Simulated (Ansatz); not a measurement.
Base system: ZrN in the rock salt structure (space group Fm-3m, No. 225).

```yaml
crystal:
  lattice:
    - [0.00000, 2.29761, 2.29761]
    - [2.29761, 0.00000, 2.29761]
    - [2.29761, 2.29761, 0.00000]
  atoms:
    - { symbol: N, position: [0.00000, 0.00000, 0.00000] }
    - { symbol: Zr, position: [0.50000, 0.50000, 0.50000] }
```

Level of theory: PBE/PAW in Ansatz (an electronic-structure program), no spin-orbit coupling, earlier PAW set.

Before the change:

- Lattice parameter a = 4.595 Å

It is then changed as follows: hydrostatic tension (pressure −1 GPa).

**Question.** How does this affect the lattice parameter a?

**Answer.** The lattice parameter a goes up by 0.006 Å, from 4.595 Å to 4.601 Å.

Load acts through the strain it causes; cell and atoms are relaxed under it. Stability against distortions was not tested. The final runs are not spin-polarised. An odd electron count without spin: ZrN.
